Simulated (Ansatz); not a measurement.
**InAgTe2 in the chalcopyrite structure (space group I-42d, No. 122)**

InAgTe2 has the tetragonal space group I-42d (No. 122), the chalcopyrite structure, Pearson symbol tI16. Conventional cell: a = 6.431 Å, b = 6.431 Å, c = 12.767 Å, α = 90.00°, β = 90.00°, γ = 90.00°. Ag on 4a has 4 Te at 2.746 Å (tetrahedral). In on 4b is surrounded by 4 Te at 2.811 Å (tetrahedral). Te on 8d sees 2 Ag at 2.746 Å and 2 In at 2.811 Å (tetrahedral). (Neighbours: up to the widest gap in distance over summed covalent radii, below 1.35, at either atom; cation-cation and far metal-metal contacts left out.)
(The calculation used a cell of 8 atoms; values per cell refer to that cell.)

Level of theory: Ansatz (a program for electronic structure), PBEsol, PAW, cutoff 420 eV, without spin-orbit coupling. Settings: 7×7×7 k-points, 0.05 eV Fermi–Dirac smearing.

The volume per atom comes out as 33.00 Å³. The density is 6.01 g/cm³. The band gap is 0.08 eV, direct at Γ and the lowest conduction-band minima above the VBM is Γ 0.08 eV; X (0, 0, 1/2) 0.86 eV; M (1/2, 1/2, 1/2) 1.47 eV. The total energy is -6712.891 eV/atom (σ→0; compares only within this code and set-up).

With Te present, leaving out spin-orbit coupling can change the band edges. Whether these cells are dynamically stable was not tested. A zero or small gap of InAgTe2 can be the functional's error rather than a property of the material.
